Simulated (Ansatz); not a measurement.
The parent structure is Al in the fcc (Cu type) structure (space group Fm-3m, No. 225; a = 3.994 Å; relaxed with 0.1 eV smearing). Axes: x, y, z lie along the cube axes.

Method: r2SCAN (Ansatz, an electronic-structure program, PAW, spin-orbit coupling left out).

Strains are applied to the cell and any free atomic positions relax; under biaxial strain the out-of-plane vector relaxes too.

One change was made to it. Results:

The energy increases by 2.6 meV/atom; the volume per atom decreases by 0.22 Å³ to 15.70 Å³.

### Question
Which of these changes matches the shifts?
A. biaxial strain −1.67 %, plane normal [111], relaxed out of plane
B. biaxial strain −1.25 %, plane normal [111], relaxed out of plane
C. biaxial strain −2.50 %, plane normal [111], relaxed out of plane

### Answer
B, biaxial strain −1.25 %, plane normal [111], relaxed out of plane. For comparison, the energy relative to the base in the other runs: biaxial strain −2.50 %, plane normal [111], relaxed out of plane gives +11 meV/atom; biaxial strain −1.67 %, plane normal [111], relaxed out of plane gives +4.7 meV/atom.

Stability against distortions was not tested.
